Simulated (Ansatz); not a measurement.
Consider TlBiS2 (space group R-3m, No. 166; a = 4.085 Å, c = 21.696 Å (hexagonal axes)).

All numbers come from Kohn–Sham DFT with the PBEsol functional, run in Ansatz (a first-principles code) with PAW and 420 eV plane waves, no SOC.

One change was made to it. Results:

The lattice parameter a decreases by 0.1736 bohr to 7.547 bohr; the band gap goes from 0.15 eV to zero; the c/a ratio drops by 0.061 (5.311 → 5.250).

Question: Name the change that was made.
A. pressure 30 GPa
B. pressure 2.1 GPa
C. pressure 9 GPa
D. pressure 4.5 GPa

Answer: D, pressure 4.5 GPa. For comparison, the lattice parameter a in the other runs: pressure 2.1 GPa gives 7.631 bohr; pressure 9 GPa gives 7.417 bohr; pressure 30 GPa gives 6.497 bohr.

The mesh was chosen for an insulator and is coarse for the gapless case. Spin-orbit coupling, missing from the scalar runs, can matter with Bi and Tl. Load acts through the strain it causes; cell and atoms are relaxed under it. Whether these cells are dynamically stable was not tested. No other phases were tried under pressure. The final runs are not spin-polarised. Gaps under 0.05 eV, about the width of the smearing, are given as zero. A zero or small gap of TlBiS2 can be the functional's error rather than a property of the material.
